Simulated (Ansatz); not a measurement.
Input:

```xyz
3
Lattice="-1.6084 1.6084 4.0554 1.6084 -1.6084 4.0554 1.6084 1.6084 -4.0554" Properties=species:S:1:pos:R:3 pbc="T T T"
Si     0.0000     0.0000     5.3860
Si     0.0000     0.0000     2.7248
Mo     0.0000     0.0000     0.0000
```

No spin polarisation.

Calculations: Ansatz (an electronic-structure program), PBE, PAW, cutoff 420 eV, no SOC. Settings: 25×25×25 k-points, 0.1 eV Fermi–Dirac smearing.

Question: What is the computed band gap?

Answer: Zero.

Question: Estimate the space group.

Answer: I4/mmm (No. 139).

Question: What stress (xx, yy, zz, yz, xz, xy; compression positive) does the calculation give?

Answer: (-2.4, -2.4, -12.7, 0.0, 0.0, 0.0) GPa.

The cells carry an imposed strain or load. Stability against distortions was not tested. All final runs are without spin polarisation. The cell was made from MoSi₂ (space group I4/mmm, No. 139) by this change: uniaxial strain ε_zz = +3.00 %.
